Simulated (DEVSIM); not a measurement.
Structure: Co/SiON/p-InP capacitor, at 300 K.

```csv
layer (left to right),material,thickness (nm),Na (cm⁻³)
1,SiON,6.90,-
2,InP,5100,1.5e16
```

Metal gate on the left, work function 5 eV. Fixed charge at the semiconductor interface 9.3e10 cm⁻² (in units of +e); no interface traps.

This is a model device: material constants are rounded textbook-type values typed into the input, and sizes, dopings and lifetimes were drawn at random. Values at 300 K.

```tsv
parameter	SiON	InP
gap (eV)	7	1.344
affinity (eV)	1.4	4.38
permittivity	5.5	12.5
Nc (cm⁻³)	-	5.7e17
Nv (cm⁻³)	-	1.1e19
```

DEVSIM, 1D Poisson equation in equilibrium, Boltzmann statistics, complete ionisation; no quantum confinement or tunnelling. Metal contacts follow the ideal Schottky-Mott rule: no Fermi-level pinning, no interface dipoles.

The interface trap density was swept, all else fixed.

| interface trap density (cm^-2 eV^-1) | flat-band voltage (V) | threshold voltage (band bending 2φF) (V) | minimum of the low-frequency capacitance (μF/cm²) |
|---|---|---|---|
| 0 | -0.57 | 0.61 | 0.0361 |
| 1e10 | -0.58 | 0.61 | 0.0376 |
| 1e11 | -0.59 | … | … |
| 3e11 | -0.61 | 0.65 | 0.0769 |
| 1e12 | -0.69 | 0.74 | 0.155 |
| 2e12 | -0.80 | 0.87 | 0.238 |

Task: What belongs in the gaps?

Result: 
- 1e11, threshold voltage (band bending 2φF) (V): 0.63
- 1e11, minimum of the low-frequency capacitance (μF/cm²): 0.0503
